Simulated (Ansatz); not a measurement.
Effect of tensor shear ε_yz = +2.84 % on ZnSe

Start from ZnSe in the zinc blende structure (space group F-43m, No. 216; a = 5.6655 Å). Axes: x, y, z lie along the cube axes.

Perturbation: tensor shear ε_yz = +2.84 % (engineering shear γ = 0.0568), atoms relaxed at fixed cell.

Calculations: r2SCAN/PAW in Ansatz (a quantum-chemistry and plane-wave program), without spin-orbit coupling. Settings: 10×10×10 k-points, 0.05 eV Fermi–Dirac smearing.

* **Space group**: Imm2 (No. 44) (base F-43m (No. 216))
* **Energy relative to the base (free energy F)**: +9.5 meV/atom
* **Band gap**: 1.65 eV (base 1.87 eV)
* **Gap character**: direct at Γ (base direct at Γ)
* **Valence-band top at Γ (three highest levels, from the VBM)**: 0.00, -0.20, -0.34 eV (base 0.00, 0.00, 0.00 eV)
* **Valley order (the lowest conduction-band minima on the path, energy above the VBM, named in the base's zone)**: Γ 1.65 eV; L along [1-11] 2.65 eV; X along [100] 2.89 eV; L along [111] 3.10 eV (base Γ 1.87 eV; L along ⟨111⟩ 3.05 eV; X along ⟨100⟩ 3.34 eV)
* **Largest internal atomic displacement**: 0.027 Å
* **Stress (xx, yy, zz, yz, xz, xy; compression positive)**: (-0.03, 0.07, 0.07, -2.36, 0.00, 0.00) GPa

Final structure:

```
CELL_PARAMETERS angstrom
      0.00000     2.91318     2.91318
      2.83273     0.08045     2.83273
      2.83273     2.83273     0.08045
ATOMIC_POSITIONS crystal
  Se 0.74518 0.75482 0.75482
  Zn 0.00482 0.99518 0.99518
```

The cells carry an imposed strain or load. No phonon test of stability was made. k-point labels follow each cell's own Brillouin zone.
